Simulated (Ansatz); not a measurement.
System: 1T (CdI2-type) FeI2. Method: PBEsol-D3(BJ) (plane waves, PAW; Ansatz, a quantum-chemistry and plane-wave program).

Settings: plane-wave cutoff 520 eV, 18×18×8 k mesh (along the axes of the cell as run), Fermi–Dirac smearing 0.05 eV, spin-polarised with parallel moments, scalar-relativistic PAW data made under PBE.

Results at a series of volumes:

| V (Å³/atom) | E − E_lowest (meV/atom) |
|---|---|
| 26.384 | 4.12 |
| 26.934 | 0.97 |
| 27.483 | 0.00 |
| 28.033 | 0.89 |
| 28.582 | 3.31 |

Question: What bulk modulus B0 and pressure derivative B′ does a third-order Birch–Murnaghan fit give?

Answer: V0 = 27.479 Å³/atom, B0 = 26.8 GPa, B′ = 7.9 (fit to the energies at full precision).

Shape and atoms are relaxed at each volume.

Note: the magnetic order was assumed, not searched for or taken from measurement; the volume lies 14 % below that of the published cell; the bulk modulus comes from volumes at which shape and atoms were relaxed; functionals without U or exact exchange can leave correlated insulators metallic, so the missing gap need not be real.

Spin–orbit coupling is not included; it can open a gap where bands touch, and shift volumes and moduli.

The computed numbers hold no vibrational or temperature effects.
